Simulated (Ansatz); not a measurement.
Functionals compared on the (10-11) surface of hcp Lu in its 1x1 cell, outermost plane spacing 0.44 Å in the ideal cut, in Ansatz (plane waves, PAW). The structure was relaxed with PBE; the other rows are single points on it, each with its references at the same level. Cutoff 420 eV (500 eV for r2SCAN).

Slab: 10 atoms, 11.1 Å thick at the start; k 11x6x1, smearing 0.1 eV, dipole-corrected; all atoms relaxed; held to the part of the start's symmetry that mesh and held atoms allow; no spin, no spin-orbit, no U. These notes are the PBE run's.

```csv
functional,surface energy (J/m²),work function of the top face (eV),rough cost of the single point
PBE,1.11,3.29,–
LDA,1.25,3.46,around 7 core-minutes (rough)
PBEsol,1.21,3.34,very roughly 8 core-minutes
RPBE,1.02,3.19,very roughly 8 core-minutes
r2SCAN,1.21,3.36,around 16 core-minutes (rough)
```

Ansatz is an electronic-structure program.
